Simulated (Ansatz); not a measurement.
## SiC, pressure series

The parent structure is SiC in the wurtzite structure (space group P6_3mc, No. 186).

```
SiC
1.0
    3.09192     0.00000     0.00000
   -1.54596     2.67768     0.00000
    0.00000     0.00000     5.07421
Si C
2 2
Cartesian
  1.54596   0.89256   0.00264
  0.00000   1.78512   2.53974
  1.54596   0.89256   3.16976
  0.00000   1.78512   0.63265
```

Cell and atoms are relaxed at each pressure.

All numbers come from PBE in Ansatz (plane waves to 420 eV, PAW, no SOC), earlier PAW set.

```tsv
change	band gap	electron mass	smallest direct gap
base	2.31 eV	0.27 mₑ along c, 0.44 mₑ across (at K)	3.95 eV
pressure −2 GPa	2.32 eV	0.27 mₑ along c, 0.44 mₑ across (at K)	3.93 eV
pressure −1 GPa	2.32 eV	0.27 mₑ along c, 0.44 mₑ across (at K)	3.94 eV
pressure 0.3 GPa	2.31 eV	0.26 mₑ along c, 0.44 mₑ across (at K)	3.95 eV
pressure 0.7 GPa	2.30 eV	0.27 mₑ along c, 0.44 mₑ across (at K)	3.95 eV
pressure 1.5 GPa	2.30 eV	0.26 mₑ along c, 0.44 mₑ across (at K)	3.96 eV
pressure 3 GPa	2.28 eV	0.26 mₑ along c, 0.44 mₑ across (at K)	3.97 eV
pressure 5 GPa	2.27 eV	0.26 mₑ along c, 0.44 mₑ across (at K)	3.99 eV
pressure 7.5 GPa	2.25 eV	0.26 mₑ along c, 0.43 mₑ across (at K)	4.01 eV
pressure 10 GPa	2.23 eV	0.26 mₑ along c, 0.43 mₑ across (at K)	4.03 eV
```

Load acts through the strain it causes; cell and atoms are relaxed under it. Effective masses come from finite differences of ±0.01 Å⁻¹. Stability against distortions was not tested. Competing high-pressure phases were not computed.

Ansatz is a quantum-chemistry and plane-wave program.
